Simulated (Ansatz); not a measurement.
Base system: Zr in the hcp (Mg type) structure (space group P6_3/mmc, No. 194; a = 3.231 Å, c = 5.179 Å; relaxed with 0.1 eV smearing). Axes: x lies along a and z along c of the hexagonal cell.

All numbers come from PBE (Ansatz, an electronic-structure program), no SOC, earlier PAW set.

Before the change:

```
Quantity                         Value
-----------------------------  -------
Pressure                       0.0 GPa
Shortest interatomic distance  3.191 Å
Band gap                          zero
```

Now apply this change: biaxial strain +0.56 %, plane normal [001], relaxed out of plane (Cartesian); in-plane vectors clamped, the third vector and the atoms free.

Task: What does the calculation give for the pressure, shortest interatomic distance, band gap and out-of-plane strain after the change?

Result: The pressure (mean of the normal stresses, compression positive) goes from zero to -0.6 GPa; the shortest interatomic distance shrinks by 0.003 Å, from 3.191 Å to 3.188 Å; the band gap stays zero; the out-of-plane strain amounts to -0.45 %.

Whether these cells are dynamically stable was not tested. All final runs are without spin polarisation.
